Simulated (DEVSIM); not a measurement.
Structure: TaN/SiO2/n-Si capacitor, at 300 K.

```
layer (left to right)  material  thickness (nm)  Nd (cm⁻³)
---------------------  --------  --------------  ---------
1                          SiO2            3.70          -
2                            Si            3500     2.7e16
```

Metal gate on the left, work function 4.4 eV. Fixed charge at the semiconductor interface 0 cm⁻² (in units of +e); interface traps 2.3e10 cm⁻² eV⁻¹, uniform in energy, neutral level at 0.5 of the gap above the valence band.

The device is made up for the run: typed textbook-type constants, with dimensions and the other settings drawn at random. Values at 300 K; Nc and Nv go as T^1.5, mobilities as T to minus their exponent, the gap by Varshni's rule with the affinity fixed.

| parameter | SiO2 | Si |
|---|---|---|
| gap (eV) | 9 | 1.124 |
| affinity (eV) | 0.9 | 4.05 |
| permittivity | 3.9 | 11.7 |
| Nc (cm⁻³) | - | 2.86e19 |
| Nv (cm⁻³) | - | 3.1e19 |
| Varshni α (eV/K) | - | 0.000473 |
| Varshni β (K) | - | 636 |

Model (solved in DEVSIM): 1D Poisson equation in equilibrium, Boltzmann statistics, complete ionisation; no quantum confinement or tunnelling. Metal contacts follow the ideal Schottky-Mott rule: no Fermi-level pinning, no interface dipoles.

Base results: flat-band voltage (V) 0.17; capacitance of the dielectric stack (μF/cm²) 0.933; minimum of the low-frequency capacitance (μF/cm²) 0.0608; threshold voltage (band bending 2φF) (V) -0.68.

Question: What follows from this one change: substrate doping 2.7e+16 → 1.4e+15 cm^-3?

Answer: flat-band voltage 0.17 → 0.09 V; capacitance of the dielectric stack little changed (0.933 μF/cm²); minimum of the low-frequency capacitance 0.0608 → 0.0194 μF/cm²; threshold voltage (band bending 2φF) -0.68 → -0.53 V.

Question: What follows from this one change: interface trap density 2.3e+10 → 1e+11 cm^-2 eV^-1?

Answer: flat-band voltage little changed (0.18 V); capacitance of the dielectric stack little changed (0.933 μF/cm²); minimum of the low-frequency capacitance 0.0608 → 0.0712 μF/cm²; threshold voltage (band bending 2φF) little changed (-0.69 V).

Question: What follows from this one change: SiO2 thickness 0.0037 → 0.0015 μm?

Answer: flat-band voltage little changed (0.17 V); capacitance of the dielectric stack 0.933 → 2.30 μF/cm²; minimum of the low-frequency capacitance 0.0608 → 0.0630 μF/cm²; threshold voltage (band bending 2φF) -0.68 → -0.63 V.

Question: What follows from this one change: temperature 300 → 450 K?

Answer: flat-band voltage 0.17 → 0.06 V; capacitance of the dielectric stack little changed (0.933 μF/cm²); minimum of the low-frequency capacitance 0.0608 → 0.0815 μF/cm²; threshold voltage (band bending 2φF) -0.68 → -0.51 V.
